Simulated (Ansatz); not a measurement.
The reference is ZnCu2SnS4 (space group I-4, No. 82; a = 5.4145 Å, c = 10.8227 Å).

The values are results of r2SCAN, PAW, 500 eV (Ansatz, a quantum-chemistry and plane-wave program; scalar-relativistic without spin-orbit coupling), earlier PAW set, not measurements.

One change was made to it. Results:

The band gap rises by 0.11 eV to 0.58 eV; the valence-band top at Γ (three highest levels, from the VBM) changes from 0.00, -0.07, -0.07 eV to 0.00, -0.06, -0.06 eV.

Task: Name the change that was made.
(A) pressure 3 GPa
(B) pressure 7.5 GPa
(C) pressure 1.5 GPa

Result: A, pressure 3 GPa. For comparison, the band gap in the other runs: pressure 1.5 GPa gives 0.53 eV; pressure 7.5 GPa gives 0.73 eV.

Load acts through the strain it causes; cell and atoms are relaxed under it. Stability against distortions was not tested. No other phases were tried under pressure. All final runs are without spin polarisation.
